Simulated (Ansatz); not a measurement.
The parent structure is SiC (space group P6_3mc, No. 186; a = 3.078 Å, c = 10.076 Å). Axes: x lies along a and z along c of the hexagonal cell.

Calculations: PBEsol (Ansatz, an electronic-structure program; PAW; 420 eV plane waves; scalar-relativistic without spin-orbit coupling), earlier PAW set.

Base values:

| Property | Value |
|---|---|
| Valence-band top at Γ | 0.00, 0.00, -0.05 eV |
| Pressure | 0.00 GPa |

Now apply this change: the cell is compressed by 1.20 % along x with no lateral relaxation; the atoms relax in the strained cell.

Problem. Estimate the effect on the valence-band top at Γ.

Solution. The valence-band top at Γ (three highest levels, from the VBM) changes from 0.00, 0.00, -0.05 eV to 0.00, -0.11, -0.17 eV.

Problem. Predict the new energy relative to the base.

Solution. The energy increases by 2.4 meV/atom.

Problem. Estimate the effect on the pressure.

Solution. The pressure (mean of the normal stresses, compression positive) goes from zero to 2.76 GPa.

The levels and masses belong to the bands next to the band gap. Stability against distortions was not tested.
